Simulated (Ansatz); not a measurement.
Defect migration in beta Ge3N4: Ge vacancy, charge state -4. Level of theory: PBE, PAW (plane waves to 420 eV; Ansatz, a program for electronic structure).

84-site cell at the relaxed PBE lattice, one k-point at (0.250, 0.250, 0.250), smearing 0.01 eV, spin-restricted, no finite-size correction. Energies are static. The charge state is imposed; whether it is stable for some Fermi level was not computed. Forms of the defect that were not tried may lie lower.

Barriers: single points on a 2×2×2 k-point mesh shifted by half a step along c at the bands' geometries.

Relaxed starting cell (atoms counted from 1):

```
Ge35N48
1.0
   16.25891     0.00000     0.00000
   -4.06473     7.04032     0.00000
    0.00000     0.00000     9.34238
Ge N
35 48
Direct
  0.20120   0.17917   0.24979
  0.19883   0.17552   0.58261
  0.20110   0.17954   0.91561
  0.70371   0.16526   0.24936
  0.70497   0.16344   0.58267
  0.70374   0.16525   0.91607
  0.12414   0.41250   0.40656
  0.12398   0.41231   0.75868
  0.61860   0.40354   0.08271
  0.61755   0.40084   0.41698
  0.61753   0.40082   0.74852
  0.41573   0.23210   0.24844
  0.41314   0.23928   0.58270
  0.41560   0.23212   0.91691
  0.91824   0.23297   0.24083
  0.92107   0.23353   0.58256
  0.91831   0.23302   0.92444
  0.28873   0.81900   0.08268
  0.29683   0.83365   0.41595
  0.29675   0.83350   0.74949
  0.79529   0.82561   0.08260
  0.79572   0.82384   0.41615
  0.79579   0.82385   0.74906
  0.09102   0.76999   0.08260
  0.08579   0.76595   0.41501
  0.08582   0.76610   0.75019
  0.57804   0.75340   0.08280
  0.58152   0.75446   0.41264
  0.58166   0.75460   0.75256
  0.36525   0.57665   0.25024
  0.38299   0.59942   0.58268
  0.36609   0.57758   0.91526
  0.88250   0.58898   0.24916
  0.88191   0.58670   0.58256
  0.88252   0.58899   0.91605
  0.33486   0.32520   0.24706
  0.33179   0.33722   0.58260
  0.33483   0.32557   0.91845
  0.83277   0.32839   0.25322
  0.83534   0.32620   0.58268
  0.83279   0.32837   0.91230
  0.16478   0.66941   0.08236
  0.16731   0.67145   0.42133
  0.16725   0.67138   0.74398
  0.66447   0.66237   0.08254
  0.66551   0.66055   0.41745
  0.66556   0.66057   0.74772
  0.19232   0.38874   0.26737
  0.14897   0.33528   0.58258
  0.19157   0.38827   0.89838
  0.65082   0.32412   0.24996
  0.65277   0.32403   0.58271
  0.65087   0.32414   0.91537
  0.48860   0.29678   0.08264
  0.48707   0.30089   0.41753
  0.48704   0.30113   0.74796
  0.98708   0.28673   0.08270
  0.98867   0.29524   0.41134
  0.98858   0.29525   0.75380
  0.33719   0.97291   0.24942
  0.33364   0.97853   0.58275
  0.33725   0.97290   0.91600
  0.83090   0.96568   0.25093
  0.83507   0.96872   0.58259
  0.83101   0.96564   0.91430
  0.35932   0.69234   0.08277
  0.36097   0.69657   0.41932
  0.36071   0.69603   0.74623
  0.84397   0.65930   0.08266
  0.84544   0.66047   0.41682
  0.84550   0.66048   0.74845
  0.15349   0.03812   0.08267
  0.16196   0.02769   0.41661
  0.16213   0.02791   0.74861
  0.66263   0.02018   0.08269
  0.66337   0.01975   0.41587
  0.66342   0.01982   0.74948
  0.01280   0.69976   0.24929
  0.01259   0.69382   0.58261
  0.01283   0.70005   0.91595
  0.50775   0.68471   0.24997
  0.51375   0.68706   0.58268
  0.50794   0.68510   0.91533
```
Cell charge -4.

End state 1 differs by these moves (Å; atoms that move under 0.08 Å are left out):

```json
[
 {"atom": "7", "element": "Ge", "Δx": "0.00", "Δy": "0.00", "Δz": "-2.94"},
 {"atom": "8", "element": "Ge", "Δx": "0.00", "Δy": "0.00", "Δz": "-0.17"},
 {"atom": "13", "element": "Ge", "Δx": "0.07", "Δy": "-0.05", "Δz": "-0.01"},
 {"atom": "14", "element": "Ge", "Δx": "-0.07", "Δy": "0.05", "Δz": "-0.01"},
 {"atom": "15", "element": "Ge", "Δx": "0.00", "Δy": "0.00", "Δz": "0.16"},
 {"atom": "16", "element": "Ge", "Δx": "-0.04", "Δy": "0.00", "Δz": "-0.08"},
 {"atom": "17", "element": "Ge", "Δx": "0.04", "Δy": "0.00", "Δz": "-0.08"},
 {"atom": "18", "element": "Ge", "Δx": "0.07", "Δy": "0.10", "Δz": "0.00"},
 {"atom": "19", "element": "Ge", "Δx": "-0.07", "Δy": "-0.10", "Δz": "0.00"},
 {"atom": "31", "element": "Ge", "Δx": "-0.19", "Δy": "-0.16", "Δz": "0.01"},
 {"atom": "32", "element": "Ge", "Δx": "0.19", "Δy": "0.15", "Δz": "0.01"},
 {"atom": "37", "element": "N", "Δx": "0.10", "Δy": "-0.08", "Δz": "-0.02"},
 {"atom": "38", "element": "N", "Δx": "-0.10", "Δy": "0.08", "Δz": "-0.02"},
 {"atom": "44", "element": "N", "Δx": "0.00", "Δy": "0.00", "Δz": "0.10"},
 {"atom": "48", "element": "N", "Δx": "0.00", "Δy": "0.00", "Δz": "-0.34"},
 {"atom": "49", "element": "N", "Δx": "0.48", "Δy": "0.37", "Δz": "0.17"},
 {"atom": "50", "element": "N", "Δx": "-0.48", "Δy": "-0.37", "Δz": "0.17"},
 {"atom": "59", "element": "N", "Δx": "0.00", "Δy": "0.00", "Δz": "-0.08"},
 {"atom": "61", "element": "N", "Δx": "0.08", "Δy": "-0.04", "Δz": "0.00"},
 {"atom": "62", "element": "N", "Δx": "-0.08", "Δy": "0.04", "Δz": "0.00"},
 {"atom": "72", "element": "N", "Δx": "0.18", "Δy": "-0.07", "Δz": "-0.01"},
 {"atom": "73", "element": "N", "Δx": "-0.18", "Δy": "0.07", "Δz": "0.00"},
 {"atom": "82", "element": "N", "Δx": "-0.09", "Δy": "-0.01", "Δz": "0.01"},
 {"atom": "83", "element": "N", "Δx": "0.09", "Δy": "0.02", "Δz": "0.01"}
]
```

Problem. Predict the forward and backward barriers to end state 1 from PBE, PAW.

Solution. forward 1.43 eV, backward 1.43 eV; at the saddle point atom 7 has neighbours N at 1.79, 2 N at 1.96, N at 2.29, N at 2.31 Å. The saddle point's order was not checked, and it lies on a symmetry element of the cell, where a band can be held.
